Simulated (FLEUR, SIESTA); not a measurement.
A FLEUR input for a self-consistent single point of CdSe (P6_3mc, 8 atoms in the cell) (DFT, PBE, all-electron FLAPW (FLEUR), scalar-relativistic valence):

Input of the input generator:

```
CdSe crystal
&input film=f /
8.3276018069 0.0000004296 0.0000000000
-4.1638012755 7.2119145026 0.0000000000
0.0000000000 0.0000000000 27.2624344034
1.0
1.0 1.0 1.0

8
48 0.0000000000 0.0000000000 0.0000000000
48 0.0000000000 0.0000000000 0.5000000000
48 0.6666666667 0.3333333333 0.7501800000
48 0.3333333333 0.6666666667 0.2501800000
34 0.0000000000 0.0000000000 0.8121600000
34 0.0000000000 0.0000000000 0.3121600000
34 0.6666666667 0.3333333333 0.5632900000
34 0.3333333333 0.6666666667 0.0632900000

&comp jspins=1 /
&kpt div1=4 div2=4 div3=1 gamma=t /
&end /
```

```xml
<?xml version="1.0" encoding="UTF-8" standalone="no"?>
<fleurInput fleurInputVersion="0.39">
   <comment>
      CdSe crystal                                                                                        
   </comment>
   <calculationSetup>
      <cutoffs Kmax="4.2" Gmax="16.8" GmaxXC="16.8" numbands="0"/>
      <scfLoop itmax="60" minDistance="0.00001" maxIterBroyd="15" imix="Anderson" alpha="0.05" precondParam="0.0" spinf="2.0"/>
      <coreElectrons ctail="T" frcor="F" kcrel="0" coretail_lmax="0"/>
      <xcFunctional name="pbe" relativisticCorrections="F"/>
      <magnetism jspins="1"/>
      <soc l_soc="F" theta="0.0" phi="0.0" spav="F"/>
      <expertModes spex="0" secvar="F"/>
      <geometryOptimization l_f="T" forcealpha="1.0" forcemix="BFGS" epsdisp="0.00001" epsforce="0.00001"/>
      <ldaU l_linMix="F" mixParam="0.05" spinf="1.0"/>
   </calculationSetup>
   <cell>
      <bzIntegration valenceElectrons="136.0" mode="hist" fermiSmearingEnergy="0.00367493">
         <kPointListSelection listName="default-1"/>
         <!-- k-points included here -->
         <xi:include xmlns:xi="http://www.w3.org/2001/XInclude" href="kpts.xml"> </xi:include>
      </bzIntegration>
      <!-- symmetry operations included here -->
      <xi:include xmlns:xi="http://www.w3.org/2001/XInclude" href="sym.xml"> </xi:include>
      <bulkLattice scale="1.0">
         <bravaisMatrix>
            <row-1>    8.3276018069000006     0.0000004296000000     0.0000000000000000</row-1>
            <row-2>   -4.1638012755000000     7.2119145026000000     0.0000000000000000</row-2>
            <row-3>    0.0000000000000000     0.0000000000000000    27.2624344034000003</row-3>
         </bravaisMatrix>
      </bulkLattice>
   </cell>
   <atomSpecies>
      <species name="Cadmium (Cd)" element="Cd" atomicNumber="48">
         <mtSphere radius="2.38" gridPoints="819" logIncrement="0.016"/>
         <atomicCutoffs lmax="10" lnonsphr="8"/>
         <electronConfig flipSpins="F">
            <coreConfig>(1s1/2) (2s1/2) (2p1/2) (2p3/2) (3s1/2) (3p1/2) (3p3/2) (4s1/2) (3d3/2) (3d5/2)</coreConfig>
            <valenceConfig>(4p1/2) (4p3/2) (5s1/2) (4d3/2) (4d5/2)</valenceConfig>
         </electronConfig>
         <energyParameters s="5" p="5" d="4" f="4"/>
         <lo type="SCLO" l="1" n="4" eDeriv="0"/>
         <lo type="HELO" l="2" n="5" eDeriv="0"/>
      </species>
      <species name="Selenium (Se)" element="Se" atomicNumber="34">
         <mtSphere radius="2.38" gridPoints="819" logIncrement="0.015"/>
         <atomicCutoffs lmax="10" lnonsphr="8"/>
         <electronConfig flipSpins="F">
            <coreConfig>(1s1/2) (2s1/2) (2p1/2) (2p3/2) (3s1/2) (3p1/2) (3p3/2)</coreConfig>
            <valenceConfig>(4s1/2) (3d3/2) (3d5/2) (4p1/2) (4p3/2)</valenceConfig>
            <stateOccupation state="(4p1/2)" spinUp="0.6666666666667" spinDown="0.6666666666667"/>
            <stateOccupation state="(4p3/2)" spinUp="1.3333333333333" spinDown="1.3333333333333"/>
         </electronConfig>
         <energyParameters s="4" p="4" d="3" f="4"/>
         <lo type="HELO" l="2" n="4" eDeriv="0"/>
      </species>
   </atomSpecies>
   <atomGroups>
      <atomGroup species="Cadmium (Cd)">
         <relPos label="                   1">.0000000000 .0000000000 .0000000000</relPos>
         <relPos label="                   2">.0000000000 .0000000000 1.000/2.000</relPos>
         <force calculate="T" relaxXYZ="TTT"/>
      </atomGroup>
      <atomGroup species="Cadmium (Cd)">
         <relPos label="                   3">-1.000/3.000 1.000/3.000 -.2498200000</relPos>
         <relPos label="                   4">1.000/3.000 -1.000/3.000 .2501800000</relPos>
         <force calculate="T" relaxXYZ="TTT"/>
      </atomGroup>
      <atomGroup species="Selenium (Se)">
         <relPos label="                   5">.0000000000 .0000000000 -.1878400000</relPos>
         <relPos label="                   6">.0000000000 .0000000000 .3121600000</relPos>
         <force calculate="T" relaxXYZ="TTT"/>
      </atomGroup>
      <atomGroup species="Selenium (Se)">
         <relPos label="                   7">-1.000/3.000 1.000/3.000 -.4367100000</relPos>
         <relPos label="                   8">1.000/3.000 -1.000/3.000 .0632900000</relPos>
         <force calculate="T" relaxXYZ="TTT"/>
      </atomGroup>
   </atomGroups>
   <output dos="F" band="F" slice="F">
      <checks vchk="F" cdinf="F"/>
      <bandDOS minEnergy="-.5*Htr" maxEnergy="0.5*Htr" sigma="0.015" storeEVData="T"/>
      <vacuumDOS vacdos="F" integ="F" star="F" nstars="0" locx1="0.0" locy1="0.0" locx2="0.0" locy2="0.0" nstm="0" tworkf="0.0"/>
      <unfoldingBand unfoldBand="F" supercellX="1" supercellY="1" supercellZ="1"/>
      <plotting iplot="0" polar="F">
         <plot TwoD="T" vec1="  1.0  0.0  0.0" vec2="  0.0  1.0  0.0" vec3="  0.0  0.0  1.0" zero="  0.0  0.0  0.0" file="plot"/>
      </plotting>
      <chargeDensitySlicing numkpt="0" minEigenval="0.0" maxEigenval="0.0" nnne="0" pallst="F"/>
      <specialOutput eonly="F"/>
      <magneticCircularDichroism mcd="F" energyLo="-10.0" energyUp="0.0"/>
   </output>
  <!-- We include the file relax.xml here to enable relaxations (see documentation) -->
  <xi:include xmlns:xi="http://www.w3.org/2001/XInclude" href="relax.xml"> <xi:fallback/> </xi:include>
</fleurInput>
```

Q: Translate this input to SIESTA.

A: One input that does it (others would too):

```
# files in the folder: Cd.psml Se.psml (PseudoDojo PBE standard)
SystemName  CdSe
SystemLabel cdse

NumberOfAtoms                8
NumberOfSpecies              2
%block ChemicalSpeciesLabel
  1 48 Cd
  2 34 Se
%endblock ChemicalSpeciesLabel
LatticeConstant              1.0 Ang
%block LatticeVectors
     4.406777000    0.000000000    0.000000000
    -2.203389000    3.816381000    0.000000000
     0.000000000    0.000000000   14.426659000
%endblock LatticeVectors
AtomicCoordinatesFormat      Ang
%block AtomicCoordinatesAndAtomicSpecies
     0.000000000    0.000000000    0.000000000  1
     0.000000000    0.000000000    7.213329500  1
     2.203390537    1.272125728   10.822591049  1
    -0.000002537    2.544255272    3.609261549  1
     0.000000000    0.000000000   11.716755373  2
     0.000000000    0.000000000    4.503425873  2
     2.203390537    1.272125728    8.126392748  2
    -0.000002537    2.544255272    0.913063248  2
%endblock AtomicCoordinatesAndAtomicSpecies

XC.functional                GGA
XC.authors                   PBE
PAO.BasisSize                DZP
PAO.EnergyShift              0.01 Ry
MeshCutoff                   300 Ry
%block kgrid.MonkhorstPack
    4   0   0  0.0
    0   4   0  0.0
    0   0   1  0.0
%endblock kgrid.MonkhorstPack
OccupationFunction           FD
ElectronicTemperature        0.1 eV

MaxSCFIterations             150
SCF.Mixer.Method             Pulay
SCF.Mixer.Weight             0.2
SCF.Mixer.History            8
SCF.DM.Tolerance             1.0E-04
Diag.ParallelOverK           true
WriteForces                  true
Charge.Mulliken              end
```

Basis settings and potentials, where a program has them, do not carry over. This input uses DFT, GGA PBE, numerical atomic orbitals DZP, PseudoDojo PBE standard norm-conserving potentials (rewritten from UPF to PSML).

The starting cell was generated: these elements placed on a structure prototype, without a prior relaxation; it need not be a known phase or ordering of this composition. Its lattice was rescaled by a random factor within 2.5 % of one.
